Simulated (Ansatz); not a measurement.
Functionals compared on the (321) surface of germanium in its 1x1 cell, relaxed from an ideal cut (the real face may reconstruct), outermost plane spacing 0.77 Å in the ideal cut (in the relaxation like top atoms buckled by 0.6 Å), in Ansatz (plane waves, PAW). The structure was relaxed with PBE; the other rows are single points on it, each with its references at the same level. Cutoff 420 eV (500 eV for r2SCAN).

Set-up: 30 atoms, 10.8 Å thick at the start; mesh 4x3x1; 0.025 eV smearing; dipole correction on; all atoms relaxed; start symmetry kept, larger cells not searched; no spin (no spin-polarised run to compare, though such a face may carry moments), no spin-orbit, no U. The slab shows no gap on its mesh. These notes are the PBE run's.

```
functional  surface energy (J/m²)  work function of the top face (eV)         rough cost of the single point
----------  ---------------------  ----------------------------------  -------------------------------------
PBE                          0.93                                4.22                                      –
LDA                          1.19                                4.48                 roughly 3 core-minutes
PBEsol                       1.08                                4.29  about 3 core-minutes (a rough figure)
RPBE                         0.82                                4.11  about 3 core-minutes (a rough figure)
r2SCAN                       1.19                                4.31          around 6 core-minutes (rough)
```

Ansatz is a program for electronic structure.
